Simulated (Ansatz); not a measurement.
Functionals compared on Cl on the 1x1 (110) surface of 3C silicon carbide (cut with top plane C + Si), one in a 2x2 cell, started at the site 'bridge C-Si (span 3.9 Å)', in Ansatz (plane waves, PAW). The structure was relaxed with PBE; the other rows are single points on it, each with its references at the same level. Cutoff 420 eV (500 eV for r2SCAN).

Host crystal: 3C silicon carbide, with a band gap (PBE, scalar-relativistic without spin-orbit coupling).

Model: 49-atom slab, 7.7 Å thick at the start under the adsorbate (thin: gaps and levels are the slab's own), 3x3x1 mesh, Fermi-Dirac 0.01 eV, dipole correction, 24 atoms held, the rest relaxed; no symmetry held; spin-polarised, ending with about 1.0 μB a cell; orders that need a larger cell were not tried, no spin-orbit, no U, no dispersion correction. At the end it is bonded to Si. In PBE it is, or lies within 0.03 eV of, the lowest of the starts that converged. These notes are the PBE run's. r2SCAN: The program's check for a lower electronic state was not made. Adsorption energies are against ½ Cl2(g). A negative adsorption energy means that the adsorbate is more stable on the surface than in its reference.

| functional | adsorption energy (eV) | magnetic moment of the cell (μB) | rough cost of the single point |
|---|---|---|---|
| PBE | -1.83 | 1.00 | – |
| RPBE | [?] | 1.00 | very roughly 7 core-minutes |
| r2SCAN | -2.19 | 1.00 | about 9 core-minutes (a rough figure) |

### Question
Some entries are withheld; supply them.

### Answer

- RPBE, adsorption energy (eV): -1.71

Ansatz is an electronic-structure program.
